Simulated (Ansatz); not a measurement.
MoSi₂ (model structure, started from the CrSi2 type, P6₂22, No. 180, 9 atoms in the cell) was calculated with PBEsol (Ansatz, a program for electronic structure, PAW).

Run with plane-wave cutoff 500 eV, 12×12×6 k mesh (along the axes of the cell as run), Fermi–Dirac smearing 0.05 eV, no spin polarisation, scalar-relativistic PAW data made under PBE.

Cell (relaxed at this level):

MoSi$_{2}$ is modelled in the hexagonal space group P6₂22 (No. 180), Pearson symbol hP9. Cell: a = b = 4.574 Å, c = 6.567 Å, α = β = 90.00°, γ = 120.00°. Mo on 3c is coordinated by 10 Si at 2.562–2.661 Å and 4 Mo at 3.166 Å. Si on 6i is surrounded by 5 Si at 2.546–2.661 Å and 5 Mo at 2.562–2.661 Å. (Neighbours: up to the widest gap in distance over summed covalent radii, below 1.35, at either atom; cation-cation and far metal-metal contacts left out.)

**Question.** Predict the band gap.

**Answer.** 
- band gap: 0.04 eV (under three smearing widths, so not firm)

Note: the relaxation could raise the start's symmetry but not lower it, so the cell can be a saddle point.

Spin–orbit coupling is not included.

The computed numbers hold no vibrational or temperature effects.

The result took very roughly 100 core-seconds.

A model structure was made by putting elements into a prototype or built by hand; it is no filed structure, need not be a known phase, and can be a saddle point held by its symmetry.
